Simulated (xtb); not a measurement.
xtb 6.7.1, GFN2-xTB: CC[NH2+]C, charge +1, multiplicity 1, 14 atoms. The geometry is a generated start, not checked to be a minimum at this level.

| Quantity | Value |
|---|---|
| run flags | --grad |
| method | GFN2-xTB |
| --acc | 1 (default) |
| --etemp (K) | 300 (default) |
| basis functions | 26 |
| valence electrons | 26 |

```xyz
14

C      1.2228    -0.3890     1.0046
C      0.5043     0.7765     0.3532
N     -0.2331     0.3493    -0.8782
C     -1.4361    -0.4653    -0.6146
H      1.9069    -0.8699     0.3090
H      1.8121    -0.0185     1.8388
H      0.5319    -1.1284     1.3976
H      1.2273     1.5422     0.0628
H     -0.2157     1.2219     1.0422
H      0.4165    -0.1891    -1.4668
H     -0.5113     1.1857    -1.4060
H     -2.1130     0.0765     0.0430
H     -1.9539    -0.6878    -1.5461
H     -1.1588    -1.4040    -0.1394
```

Charge 1 and multiplicity 1 are set for this test and not shown to be the ground state.

One run each on 1 thread. Values of broydamp tried: 0.02, 0.05, 0.1, 0.2, 0.4 (default), 0.6, 0.8, 1.

Predict the course of the SCC iterations along this series.

Fewest SCC iterations, within one of each other: 0.4 (default) with 9, 0.6 with 10, 0.8 with 9, 1 with 9. The count rises to 15 at 0.02. All converge to one solution.

```json
[
 {"broydamp": "0.02", "SCC iterations": "15", "end": "same solution"},
 {"broydamp": "0.05", "SCC iterations": "14", "end": "same solution"},
 {"broydamp": "0.1", "SCC iterations": "12", "end": "same solution"},
 {"broydamp": "0.2", "SCC iterations": "11", "end": "same solution"},
 {"broydamp": "0.4 (default)", "SCC iterations": "9", "end": "same solution"},
 {"broydamp": "0.6", "SCC iterations": "10", "end": "same solution"},
 {"broydamp": "0.8", "SCC iterations": "9", "end": "same solution"},
 {"broydamp": "1", "SCC iterations": "9", "end": "same solution"}
]
```
